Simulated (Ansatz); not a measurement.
## A self-consistent single point of PbO (P4/nmm, 4 atoms in the cell) with Ansatz

Method of the run: PBE (plane waves, PAW; Ansatz, a program for electronic structure).

This input was run:

Ansatz 0.2 input:
```yaml
crystal:
  lattice:
    - [3.99194000, 0.00000000, 0.00000000]
    - [0.00000000, 3.99194000, 0.00000000]
    - [0.00000000, 0.00000000, 5.03506000]
  atoms:
    - { symbol: Pb, position: [0.50000000, 0.00000000, 0.76500000] }
    - { symbol: Pb, position: [0.00000000, 0.50000000, 0.23500000] }
    - { symbol: O, position: [0.50000000, 0.50000000, 0.00000000] }
    - { symbol: O, position: [0.00000000, 0.00000000, 0.00000000] }
basis:
  ecutwfc: 420.0
kpoints:
  mp_grid: { grid: [6, 6, 5] }
hamiltonian:
  xc: pbe
  pseudopotentials: { kind: paw }
scf:
  occupations: { method: fermi_dirac, width: 0.02 }
output:
  forces: true
  eigenvalues: true
  stress: true
```

Log, with long lists cut:

```
WARN ansatz: RAYON_NUM_THREADS=1 ignored (pool sized by the plan → 1); use --threads N
Pseudopotentials: kind: paw
Pseudopotential: Pb, paw, valence charge 14
Pseudopotential: O, paw, valence charge 6
Crystal: 4 atoms, lattice volume = 80.237 Å³
Basis set: ecut = 420 eV, 1577 PW (Γ), exchange–correlation on 54×54×72 points (8 copies of the dense FFT grid, shifted against one another)
Bands: 24, of which v1, the nominal top of the filled ones, is band 20 counted from 1 (19 counted from 0)
Symmetry: 16 space group operations
Space group: P4/nmm (ITA 129), of the structure as read, at distance tolerance 4.3e-5 Å
k-points: 30 of 180
Initial density: superposition of atomic densities (neutral atoms: chi_scale 0, normalization atom), corrected by the library's trained network
Initial wavefunctions: pseudopotential atomic-orbital guess
Eigensolver: davidson
Functional: x = pbe(κ = 0.804, μ = 0.2195149727645171), c = pbe(β = 0.06672455060314922)
SCF iter   1: F=—  HF=-24947.070299 eV  |F-HF|=—  |Δ(HF+E_count)|=         —  Δρ=1.59e-3  dr2=1.65e-3  ethr=1.77e-3  ⟨swp⟩=6.2  Hψ=3287  notcnv=0
all-band conjugate gradients solve this SCF's bands
preconditioner: auto → Resta (q_TF=auto, 2.429 Å⁻¹)
SCF iter   2: F=—  HF=-24947.071596 eV  |F-HF|=—  |Δ(HF+E_count)|=   1.30e-3  Δρ=7.62e-4  dr2=2.57e-4  ethr=4.13e-6  ⟨swp⟩=2.5  Hψ=1698  notcnv=0
SCF iter   3: F=—  HF=-24947.071762 eV  |F-HF|=—  |Δ(HF+E_count)|=   1.65e-4  Δρ=2.66e-4  dr2=3.97e-5  ethr=6.42e-7  ⟨swp⟩=2.1  Hψ=1193  notcnv=0
SCF iter   4: F=—  HF=-24947.071741 eV  |F-HF|=—  |Δ(HF+E_count)|=   2.02e-5  Δρ=1.14e-4  dr2=7.92e-6  ethr=9.94e-8  ⟨swp⟩=2.0  Hψ=982  notcnv=0
SCF iter   5: F=—  HF=-24947.071743 eV  |F-HF|=—  |Δ(HF+E_count)|=   2.03e-6  Δρ=2.29e-5  dr2=4.79e-7  ethr=1.98e-8  ⟨swp⟩=2.0  Hψ=933  notcnv=0
SCF iter   6: F=-24947.071744 eV  HF=-24947.071744 eV  |F-HF|=5.68e-8  |Δ(HF+E_count)|=   5.22e-7  Δρ=6.00e-6  dr2=4.41e-8  ethr=2.50e-10  ⟨swp⟩=6.9  Hψ=3445  notcnv=0
SCF 1 converged in 6 iterations: F = -24947.071744 eV  dr2 = 4.41e-8
SCF converged after 6 iterations
Free energy (F): -24947.071744 eV
Harris-Foulkes:  -24947.071744 eV  (|F-HF|=5.68e-8)
Internal energy: -24947.071744 eV  (E = F + TS)
E sigma→0 (E₀):  -24947.071744 eV
Fermi energy:    9.041315 eV
--- Per-component energies (eV) ---
  E_band       = -107.914601
  E_kinetic    = 928.410581
  E_local      = -3144.308958  (includes V_loc(G=0)·N_el)
  E_nonlocal   = 798.386618
  E_hartree    = 1252.919205
  E_xc         = -588.730603
  E_vxc        = -452.784239  (∫ρ·V_xc dr)
  E_paw        = -21129.156373  (= ΣΔE_a)
  E_vpaw       = -743.454504  (= ΣTr[D̂ρ^β])
  E_aug_tail   = 0.004840  (compensation charges beyond the density's cutoff)
  E_ewald      = -3064.597053
  E_smearing   = -0.000000  (= −TS)
  E_closure    = -0.000000  (closes the sum)
  Σ components = -24947.071744   (vs F -24947.071744, Δ=0.00e0)
--- Forces (eV/Å), atoms counted from 1 ---
  atom   1  Pb     0.00000000     0.00000000    -0.30811113
  atom   2  Pb     0.00000000     0.00000000     0.30811113
  atom   3  O      0.00000000     0.00000000     0.00000000
  atom   4  O      0.00000000     0.00000000     0.00000000
  max |Σ_I F_I| component: 1.67e-16 eV/Å
--- Stress (GPa, compression-positive) ---
        4.060790       0.000000       0.000000
        0.000000       4.060790       0.000000
        0.000000       0.000000       3.360516
  P = ⅓ Tr σ = 3.8274 GPa (38.274 kbar)
  The stress holds the Pulay correction. Without it, at fixed plane waves, as pw.x and ABINIT print it: P = 3.5215 GPa
--- Band table (eV; the first three rows and the last of 30) ---
  k-point 0: bands = ["-9.9346", "-9.4262", "-7.6004", "-7.6004", "-7.5390", "-7.5236", "-7.4477", "-7.3772", "-7.3772", "-7.3728", "-7.3494", "-6.0122", "1.2683", "1.7882", "4.1705", "4.1705", "6.7280", "6.7527", "6.7527", "8.4014", "10.7666", [...]
  k-point 1: bands = ["-9.9269", "-9.4211", "-7.5857", "-7.5857", "-7.5343", "-7.5247", "-7.4401", "-7.3948", "-7.3948", "-7.3777", "-7.3570", "-6.0076", "0.4900", "2.8020", "4.2216", "4.2216", "6.7139", "6.7447", "6.7447", "8.1895", "10.5177", [...]
  k-point 2: bands = ["-9.9143", "-9.4128", "-7.5537", "-7.5537", "-7.5515", "-7.4982", "-7.4316", "-7.4316", "-7.4233", "-7.3888", "-7.3739", "-6.0002", "-0.0596", "3.8522", "4.3082", "4.3082", "6.6919", "6.7289", "6.7289", "7.6322", "10.3732", [...]
  k-point 29: bands = ["-9.5759", "-9.5759", "-7.4784", "-7.4784", "-7.4263", "-7.4263", "-7.4143", "-7.4143", "-7.3924", "-7.3924", "-6.5342", "-6.5342", "0.2832", "0.2832", "4.6228", "4.6228", "6.2611", "6.2611", "7.3758", "7.3758", "11.4666", [...]
```

The run converged in 6 iterations.

The starting cell has typed, rounded lattice constants, without a prior relaxation at this level. Its lattice was rescaled by up to half a per cent. Spin-orbit coupling is off. With a pressure of about 4 GPa the cell is away from its equilibrium volume at this level. Ansatz's pressure includes its estimate of the finite-basis (Pulay) stress.
